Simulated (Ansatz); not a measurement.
Bond-angle distributions (per cent of the angles at each element, bins of 10°) of a relaxed model of amorphous Al$_{28}$O$_{43}$Ca at 3.02 g/cm³. All values below come from PBE, scalar-relativistic without spin-orbit coupling (plane waves to 420 eV, PAW; Ansatz, a quantum-chemistry and plane-wave program).

The cell was made by melting and quenching with the CHGNet potential and then relaxed with DFT. O atoms were pushed apart under 1.9 Å during the dynamics, to hinder bonds among them. The hot cell started wider than the set density and was brought back towards it in steps. It is the lowest in DFT energy of 2 quenches. It is a model cell: composition and starting density were chosen by hand, and all elements were melted together. No dispersion term was used. Its density started from a set value of 3.11 and ended at 3.02 g/cm³. The quench (nominally 410 K/ps over its main leg) was far faster than any real one, so the model tends to hold more defects than a real film. Values belong to this one cell and scatter from quench to quench. Volume and shape were free in the relaxation.

Neighbours within Al-Al 2.66 Å, Al-O 2.30 Å, Al-Ca 3.27 Å, O-O 1.58 Å, O-Ca 2.90 Å, Ca-Ca 3.87 Å count as bonded. Two cations that share two anions don't count as bonded, nor two that share one unless they lie closer than Al-Al 2.59 Å, Al-Ca 3.18 Å, Ca-Ca 3.77 Å.

```
angle (°)  at Al  at O
---------  -----  ----
50-60          0     0
60-70          0     0
70-80          5     0
80-90         23    11
90-100        21    23
100-110       16     9
110-120       12    17
120-130        7    19
130-140        5    14
140-150        2     5
150-160        2     1
160-170        2     2
170-180        4     1
```

They go with these counts of neighbours within the cut-offs, cation contacts included: Al mean 4.6, most often 4; O mean 3.2, most often 3.
